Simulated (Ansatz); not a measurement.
TiC: pressure −2 GPa

Take TiC in the rock salt structure (space group Fm-3m, No. 225; a = 4.2932 Å) as the base.

Perturbation: a negative pressure, −2 GPa.

The values are results of Ansatz (a program for electronic structure), PBEsol, PAW, cutoff 420 eV, spin-orbit coupling left out, not measurements. k-mesh 19×19×19 (Γ-centred); smearing 0.05 eV (Fermi–Dirac).

The volume per atom rises by 0.08 Å³ to 9.97 Å³ and the density falls by 0.04 g/cm³ (5.03 g/cm³ → 4.99 g/cm³). The lattice parameter a increases by 0.011 Å (4.293 Å → 4.304 Å) and the shortest interatomic distance goes up by 0.005 Å (2.147 Å → 2.152 Å). The band gap stays zero.

Final structure:

```yaml
crystal:
  lattice:
    - [0.00000, 2.15206, 2.15206]
    - [2.15206, 0.00000, 2.15206]
    - [2.15206, 2.15206, 0.00000]
  atoms:
    - { symbol: Ti, position: [0.00000, 0.00000, 0.00000] }
    - { symbol: C, position: [0.50000, 0.50000, 0.50000] }
```

Cost of the whole job for the changed cell (relaxation, final SCF and bands): roughly 19 core-seconds.

Load acts through the strain it causes; cell and atoms are relaxed under it. No phonon test of stability was made. The base started in Pnma and relaxed to Fm-3m at this level. The final runs are not spin-polarised.
